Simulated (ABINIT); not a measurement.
# Input and output of a self-consistent single point for Ag (Fm-3m, 1 atom in the cell) (ABINIT)

Computed with PBE, PAW (JTH v2.0 PBE PAW) (plane waves; ABINIT).

This input was run:

```
# Ag, JTH v2.0 PBE PAW
pp_dirpath "./"
pseudos "Ag.GGA_PBE-JTH.xml"
acell 3*1.0
rprim
         0.0000000000    3.8198867191    3.8198867191
         3.8198867191    0.0000000000    3.8198867191
         3.8198867191    3.8198867191    0.0000000000
natom 1
ntypat 1
znucl 47
typat 1
xcart    0.0000000000    0.0000000000    0.0000000000
ecut 20 Ha
pawecutdg 40 Ha
occopt 7
tsmear 0.2 eV
nband 11
kptopt 1
ngkpt 14 14 14
nshiftk 1
shiftk 0 0 0
nstep 100
toldfe 1.0e-09
prtwf 0
prtden 0
```

Log, with long lists cut:

```
 Symmetries : space group Fm -3 m (#225); Bravais cF (face-center cubic)

 -outvars: echo values of preprocessed input variables --------
            acell      1.0000000000E+00  1.0000000000E+00  1.0000000000E+00 Bohr
             ecut      2.00000000E+01 Hartree
              ixc     -101130
         kptrlatt       14    0    0      0   14    0      0    0   14
          kptrlen      7.56298985E+01
            natom           1
            nband          11
            ngfft          24      24      24
          ngfftdg          32      32      32
             nkpt         104
            nstep         100
             nsym          48
           ntypat           1
           occopt           7
        pawecutdg      4.00000000E+01 Hartree
            rprim      0.0000000000E+00  3.8198867191E+00  3.8198867191E+00
                       3.8198867191E+00  0.0000000000E+00  3.8198867191E+00
                       3.8198867191E+00  3.8198867191E+00  0.0000000000E+00
          spgroup         225
           toldfe      1.00000000E-09 Hartree
           tsmear      7.34986508E-03 Hartree
            typat      1
           useylm           1
            znucl       47.00000

== DATASET  1 ==================================================================

 Real(R)+Recip(G) space primitive vectors, cartesian coordinates (Bohr,Bohr^-1):
 R(1)=  0.0000000  3.8198867  3.8198867  G(1)= -0.1308939  0.1308939  0.1308939
 R(2)=  3.8198867  0.0000000  3.8198867  G(2)=  0.1308939 -0.1308939  0.1308939
 R(3)=  3.8198867  3.8198867  0.0000000  G(3)=  0.1308939  0.1308939 -0.1308939
 Unit cell volume ucvol=  1.1147602E+02 bohr^3
 Angles (23,13,12)=  6.00000000E+01  6.00000000E+01  6.00000000E+01 degrees

 Coarse grid specifications (used for wave-functions):

 getcut: wavevector=  0.0000  0.0000  0.0000  ngfft=  24  24  24
         ecut(hartree)=     20.000   => boxcut(ratio)=   2.20681

 Fine grid specifications (used for densities):

 getcut: wavevector=  0.0000  0.0000  0.0000  ngfft=  32  32  32
         ecut(hartree)=     40.000   => boxcut(ratio)=   2.08060

   4.44827459E+02                                ecore*ucvol(ha*bohr**3)

_setup2: Arith. and geom. avg. npw (full set) are     476.142     476.113

--- !BeginCycle
solver: {iscf: 17, nstep: 100, nline: 4, wfoptalg: 10, }
tolerances: {toldfe: 1.00E-09, }
...

     iter   Etot(hartree)      deltaE(h)  residm     nres2
 ETOT  1  -38.160297014374    -3.816E+01 1.022E+00 4.779E+00
 ETOT  2  -38.222432169190    -6.214E-02 1.044E-02 8.077E-01
 ETOT  3  -38.219504446491     2.928E-03 1.484E-02 1.245E-02
 ETOT  4  -38.219469771620     3.467E-05 6.675E-04 2.050E-03
 ETOT  5  -38.219462540482     7.231E-06 1.829E-04 2.797E-04
 ETOT  6  -38.219461861116     6.794E-07 1.425E-04 1.795E-07
 ETOT  7  -38.219461863432    -2.316E-09 1.218E-04 1.904E-08
 ETOT  8  -38.219461863577    -1.445E-10 4.166E-05 1.896E-08
 ETOT  9  -38.219461863517     6.020E-11 6.516E-05 9.066E-11

 At SCF step    9, etot is converged :
  for the second time, diff in etot=  6.020E-11 < toldfe=  1.000E-09

 Cartesian components of stress tensor (hartree/bohr^3)
  sigma(1 1)= -3.02204215E-04  sigma(3 2)=  0.00000000E+00
  sigma(2 2)= -3.02204215E-04  sigma(3 1)=  0.00000000E+00
  sigma(3 3)= -3.02204215E-04  sigma(2 1)=  0.00000000E+00

 ----iterations are completed or convergence reached----

 reduced coordinates (array xred) for    1 atoms
       0.000000000000      0.000000000000      0.000000000000
 cartesian forces (eV/Angstrom) at end:
    1     -0.00000000000000    -0.00000000000000    -0.00000000000000
 frms,max,avg= 0.0000000E+00 0.0000000E+00   0.000E+00  0.000E+00  0.000E+00 e/A
 length scales=  1.000000000000  1.000000000000  1.000000000000 bohr
              =  0.529177208590  0.529177208590  0.529177208590 angstroms
 Fermi (or HOMO) energy (hartree) =   0.15025   Average Vxc (hartree)=  -0.45977
 Eigenvalues (hartree) for nkpt= 104  k points:
 kpt#   1, nband= 11, wtk=  0.00036, kpt=  0.0000  0.0000  0.0000 (reduced coord)
  -0.14181   -0.02832   -0.02832   -0.02832    0.01195    0.01195    0.77037    0.90295
   0.90295    0.90295    1.06346
      occupation numbers for kpt#   1
   2.00000    2.00000    2.00000    2.00000    2.00000    2.00000    0.00000    0.00000
   0.00000    0.00000    0.00000
 prteigrs : prtvol=0 or 1, do not print more k-points.

--- !EnergyTerms
comment             : Components of total free energy in Hartree
kinetic             :  1.00997380054530E+01
hartree             :  5.87919160209867E+00
xc                  : -1.22804635274850E+01
Ewald energy        : -3.63079033334841E+01
psp_core            :  3.99034219666634E+00
local_psp           : -1.50477994070088E+01
spherical_terms     :  5.44762283896269E+00
internal            : -3.82192716247972E+01
'-kT*entropy'       : -1.90524011798139E-04
total_energy        : -3.82194621488090E+01
total_energy_eV     : -1.04000445545398E+03
...

-Cartesian components of stress tensor (GPa)         [Pressure=  8.8912E+00 GPa]
- sigma(1 1)= -8.89115347E+00  sigma(3 2)=  0.00000000E+00
- sigma(2 2)= -8.89115347E+00  sigma(3 1)=  0.00000000E+00
- sigma(3 3)= -8.89115347E+00  sigma(2 1)=  0.00000000E+00

 Calculation completed.
```

The run converged in 9 iterations.

The starting cell comes from a database of computed structures (which also holds hypothetical and non-ambient phases and stackings), without a prior relaxation at this level. Its lattice was rescaled by a random factor within 2.5 % of one. With a pressure of about 9 GPa the cell is away from its equilibrium volume at this level.

These are the values that this program gave, and no reference: the one-centre exchange-correlation terms come from a truncated expansion.

Cost on one core of a shared machine: roughly 50 s.
